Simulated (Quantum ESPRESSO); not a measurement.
A working Quantum ESPRESSO input for YMnO3 (Pnma, 20 atoms in the cell) (DFT, LDA (PZ), plane waves, GBRV 1.5 ultrasoft (LDA) pseudopotentials):

```fortran
&control
  calculation = 'scf'
  prefix = 'run'
  outdir = './tmp/'
  pseudo_dir = './'
  verbosity = 'high'
  tprnfor = .true.
  tstress = .true.
/
&system
  ibrav = 0
  nat = 20
  ntyp = 3
  ecutwfc = 40
  ecutrho = 320
  occupations = 'smearing'
  smearing = 'gauss'
  degauss = 0.0036749
  nspin = 2
  starting_magnetization(2) = 0.267
/
&electrons
  conv_thr = 1.0d-9
  mixing_beta = 0.4
/
ATOMIC_SPECIES
Y     88.9058  y_lda_v1.4.uspp.F.UPF
Mn    54.9380  mn_lda_v1.5.uspp.F.UPF
O     15.9990  o_lda_v1.2.uspp.F.UPF
ATOMIC_POSITIONS crystal
Y     0.4877000000    0.2500000000    0.9916000000
Y     0.9877000000    0.2500000000    0.5084000000
Y     0.5123000000    0.7500000000    0.0084000000
Y     0.0123000000    0.7500000000    0.4916000000
Mn    0.0000000000    0.0000000000    0.0000000000
Mn    0.5000000000    0.5000000000    0.5000000000
Mn    0.0000000000    0.5000000000    0.0000000000
Mn    0.5000000000    0.0000000000    0.5000000000
O     0.0313000000    0.2500000000    0.0586000000
O     0.5313000000    0.2500000000    0.4414000000
O     0.9687000000    0.7500000000    0.9414000000
O     0.4687000000    0.7500000000    0.5586000000
O     0.2880000000    0.5370000000    0.2130000000
O     0.7880000000    0.9630000000    0.2870000000
O     0.7120000000    0.0370000000    0.7870000000
O     0.2120000000    0.4630000000    0.7130000000
O     0.7120000000    0.4630000000    0.7870000000
O     0.2120000000    0.0370000000    0.7130000000
O     0.2880000000    0.9630000000    0.2130000000
O     0.7880000000    0.5370000000    0.2870000000
K_POINTS automatic
3 3 3  0 0 0
CELL_PARAMETERS bohr
  10.1211973790     0.0000000000     0.0000000000
   0.0000000000    14.2809985848     0.0000000000
   0.0000000000     0.0000000000    10.0874128553
```

The run converged in 13 iterations: free energy E − TS -21845.3089 eV; Fermi level (on the code's own zero) 14.07 eV; pressure -7.09 GPa; largest force (vector length) 1.111 eV/Å; size of the cell's spin moment 14.37 μB. Each of these slips is then made, one at a time:

(1)
```diff
-  smearing = 'gauss'
+  smearing = 'fermi'
```

(2)
```diff
-3 3 3  0 0 0
+1 1 1  0 0 0
```

Problem. How does each altered input end?

Solution. 
(1) A value that the program does not know. The program stopped before any SCF iteration.
```
Error in routine  set_occupations (1):
smearing fermi unknown
```

(2) A single k-point for a small metallic cell. The run converged in 14 iterations without an error; against the sound input the free energy rises by 218 meV/atom, the pressure goes from -7.09 to -3.67 GPa, the largest force goes from 1.111 to 2.138 eV/Å and the size of the net moment moves little (0.72 to 0.70 μB/atom).

The starting cell was generated: these elements placed on a structure prototype, without a prior relaxation; it need not be a known phase or ordering of this composition. The magnetic order is the one reached from the typed start; others were not searched systematically. In the base run, with a pressure of about -7 GPa the cell is away from its equilibrium volume at this level. In the base run, forces exceed 1 eV/Å. Without a gap this mesh is coarse (it stands for a supercell whose shortest vector is 16 Å).

Left out of this page: 2 runs of the series outside the window shown, repeating another row's setting, or not comparable; 1 run of the series stopped by limits of time or memory.
